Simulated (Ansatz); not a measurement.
AlZnInO4 (model structure, started from the InGaZnO4 type, R3m, No. 160, 7 atoms in the cell), treated with PBEsol+SOC (Ansatz, a program for electronic structure, PAW).

Input:

Ansatz 0.2 input:
```yaml
crystal:
  lattice:
    - [1.628013397, 0.939933973, 8.5387993358]
    - [-1.628013397, 0.939933973, 8.5387993358]
    - [0.0, -1.879867946, 8.5387993358]
  atoms:
    - { symbol: In, position: [-0.0042848318, -0.0042848318, -0.0042848318] }
    - { symbol: Al, position: [0.2127951859, 0.2127951859, 0.2127951859] }
    - { symbol: Zn, position: [0.7816246033, 0.7816246033, 0.7816246033] }
    - { symbol: O, position: [0.1391510495, 0.1391510495, 0.1391510495] }
    - { symbol: O, position: [0.8794951183, 0.8794951183, 0.8794951183] }
    - { symbol: O, position: [0.2861728348, 0.2861728348, 0.2861728348] }
    - { symbol: O, position: [0.70504604, 0.70504604, 0.70504604] }
basis:
  ecutwfc: 520
  ecutrho_ratio: 4
  xc_grid: 2
kpoints:
  mp_grid: { grid: [12, 12, 12] }
  band_path:
    path:
      - [0.0, 0.0, 0.0]
      - [-0.166667, -0.166667, -0.166667]
      - [-0.333333, -0.333333, -0.333333]
      - [-0.5, -0.5, -0.5]
      - [-0.5, -0.472895, -0.527105]
      - [-0.5, -0.445791, -0.554209]
      - [-0.5, -0.418686, -0.581314]
      - [-0.5, -0.391582, -0.608418]
      - [-0.5, -0.364477, -0.635523]
      - [-0.5, -0.337372, -0.662628]
      - [-0.5, -0.310268, -0.689732]
      - [-0.5, -0.283163, -0.716837]
      - [-0.5, -0.256059, -0.743941]
      - [-0.5, -0.228954, -0.771046]
      - [-0.5, -0.201849, -0.798151]
      - [-0.5, -0.174745, -0.825255]
      - [-0.174745, 0.174745, -0.5]
      - [-0.145621, 0.145621, -0.5]
      - [-0.116497, 0.116497, -0.5]
      - [-0.087372, 0.087372, -0.5]
      - [-0.058248, 0.058248, -0.5]
      - [-0.029124, 0.029124, -0.5]
      - [0.0, 0.0, -0.5]
      - [0.0, 0.0, -0.454545]
      - [0.0, 0.0, -0.409091]
      - [0.0, 0.0, -0.363636]
      - [0.0, 0.0, -0.318182]
      - [0.0, 0.0, -0.272727]
      - [0.0, 0.0, -0.227273]
      - [0.0, 0.0, -0.181818]
      - [0.0, 0.0, -0.136364]
      - [0.0, 0.0, -0.090909]
      - [0.0, 0.0, -0.045455]
      - [0.0, 0.025952, -0.025952]
      - [0.0, 0.051903, -0.051903]
      - [0.0, 0.077855, -0.077855]
      - [0.0, 0.103807, -0.103807]
      - [0.0, 0.129759, -0.129759]
      - [0.0, 0.15571, -0.15571]
      - [0.0, 0.181662, -0.181662]
      - [0.0, 0.207614, -0.207614]
      - [0.0, 0.233565, -0.233565]
      - [0.0, 0.259517, -0.259517]
      - [0.0, 0.285469, -0.285469]
      - [0.0, 0.311421, -0.311421]
      - [0.0, 0.337372, -0.337372]
      - [-0.337372, 0.0, -0.662628]
      - [-0.369898, 0.0, -0.630102]
      - [-0.402423, 0.0, -0.597577]
      - [-0.434949, 0.0, -0.565051]
      - [-0.467474, 0.0, -0.532526]
      - [-0.5, 0.0, -0.5]
      - [-0.454545, 0.0, -0.454545]
      - [-0.409091, 0.0, -0.409091]
      - [-0.363636, 0.0, -0.363636]
      - [-0.318182, 0.0, -0.318182]
      - [-0.272727, 0.0, -0.272727]
      - [-0.227273, 0.0, -0.227273]
      - [-0.181818, 0.0, -0.181818]
      - [-0.136364, 0.0, -0.136364]
      - [-0.090909, 0.0, -0.090909]
      - [-0.045455, 0.0, -0.045455]
    npoints: 1
hamiltonian:
  xc: pbesol
  dispersion: none
  pseudopotentials: { kind: paw }
scf:
  occupations: { method: fermi_dirac, width: 0.01 }
  convergence: { dr2_threshold: 0.0000000007 }
output:
  forces: true
  stress: true
  eigenvalues: true
  write_bands: true
magnetization:
  noncollinear: true
  spin_orbit: true
```

Output (set-up and result lines):

```
Crystal: 7 atoms, lattice volume = 78.398 Å³
Basis set: ecut = 520 eV, 2089 PW (Γ), FFT grids on a1−a3, a2−a3, a3, exchange–correlation on 50×50×144 points (8 copies of the dense FFT grid, shifted against one another)
Bands: 66, of which v1, the nominal top of the filled ones, is band 52 counted from 1 (51 counted from 0)
Symmetry: 6 space group operations + 6 with time reversal
k-points: 189 of 1728 (time reversal used)
Initial density: superposition of atomic densities (chi_scale 0.1, normalization cell, long waves 35 % of neutral atoms (reshape's long-wave potential 1.35 eV rms, cloud 2.08 Å wide))
Functional: x = pbesol(κ = 0.804, μ = 0.12345679012345678), c = pbesol(β = 0.046)
spin=Noncollinear: Resta preconditioning applied to the charge; magnetization (m_x, m_y, m_z) channels mix plain (no charge-response kernel on spin).
SCF 1 converged in 14 iterations: F = -11580.596100 eV  dr2 = 5.81e-10
SCF converged after 14 iterations
Free energy (F): -11580.596100 eV
Internal energy: -11580.596100 eV  (E = F + TS)
E sigma→0 (E₀):  -11580.596100 eV
Fermi energy:    8.948757 eV
--- Forces (eV/Å), atoms counted from 1 ---
  atom   1  In     0.00000000     0.00000000    -0.00034347
  atom   2  Al     0.00000000     0.00000000     0.00036713
  atom   3  Zn     0.00000000    -0.00000000    -0.00001196
  atom   4  O      0.00000000    -0.00000000    -0.00059067
  atom   5  O     -0.00000000    -0.00000000    -0.00022857
  atom   6  O      0.00000000     0.00000000     0.00247791
  atom   7  O      0.00000000    -0.00000000    -0.00166736
--- Stress (GPa, compression-positive) ---
       -0.029817       0.000000       0.000000
        0.000000      -0.029817       0.000000
        0.000000       0.000000      -0.007548
  P = ⅓ Tr σ = -0.0224 GPa (-0.224 kbar)
```

The PAW data were made under PBE.

Note: the relaxation could raise the start's symmetry but not lower it, so the cell can be a saddle point.

A model structure was made by putting elements into a prototype or built by hand; it is no filed structure, need not be a known phase, and can be a saddle point held by its symmetry.
